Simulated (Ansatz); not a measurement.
Start from GaN in the zinc blende structure (space group F-43m, No. 216; a = 4.498 Å).

The values are results of DFT with PBEsol, PAW potentials and a 420 eV plane-wave cutoff in Ansatz (an electronic-structure program), no spin-orbit coupling, not measurements.

One change was made to it. Results:

The gap character stays direct at Γ; the lattice parameter a decreases by 0.339 bohr to 8.161 bohr.

Question: Which change produced these results?
A) pressure 60 GPa
B) pressure 4.2 GPa
C) pressure 1.8 GPa
D) pressure 30 GPa

Answer: D, pressure 30 GPa. For comparison, the lattice parameter a in the other runs: pressure 4.2 GPa gives 8.440 bohr; pressure 60 GPa gives 7.939 bohr; pressure 1.8 GPa gives 8.474 bohr.

Load acts through the strain it causes; cell and atoms are relaxed under it. No phonon test of stability was made. Tetrahedral semiconductors of this kind turn to denser phases somewhere between about 1 and 50 GPa; those were not computed, so compressed cells here can lie past the real transition. This is not the structure that GaN has at room temperature and ambient pressure.
